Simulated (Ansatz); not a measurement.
## Pressure series in CuI

Start from CuI in the zinc blende structure (space group F-43m, No. 216; a = 6.078 Å).

Cell and atoms are relaxed at each pressure.

All numbers come from DFT with PBE, PAW potentials and a 420 eV plane-wave cutoff in Ansatz (a quantum-chemistry and plane-wave program), without spin-orbit coupling, earlier PAW set.

```tsv
P (GPa)	V (Å³/atom)
-1.99	29.785
-1.00	28.842
3.00	26.303
7.00	24.691
15.00	22.579
29.99	20.227
49.99	18.340
74.99	16.810
100.00	15.728
```

Question: Fit a third-order Birch–Murnaghan equation of state.

Answer: Least squares on P(V) = (3B₀/2)[(V₀/V)^(7/3) − (V₀/V)^(5/3)]·[1 + (3/4)(B₀′ − 4)((V₀/V)^(2/3) − 1)] gives V₀ = 28.04 Å³/atom, B₀ = 41 GPa and B₀′ = 4.9.

Measured bulk modulus of CuI: 36.6 GPa (temperature not stated; as listed in Abhijith M. Gopakumar et al., Physical Chemistry Chemical Physics (2017)); the computed value is for a static lattice, so the two differ by thermal effects too.

Between the base and pressure 3 GPa the gap moves from 1.10 eV to 1.28 eV, a mean slope of 59 meV/GPa.

Spin-orbit coupling, missing from the scalar runs, can matter with I. Load acts through the strain it causes; cell and atoms are relaxed under it. No phonon test of stability was made. Tetrahedral semiconductors of this kind turn to denser phases somewhere between about 1 and 50 GPa; those were not computed, so compressed cells here can lie past the real transition. All final runs are without spin polarisation.
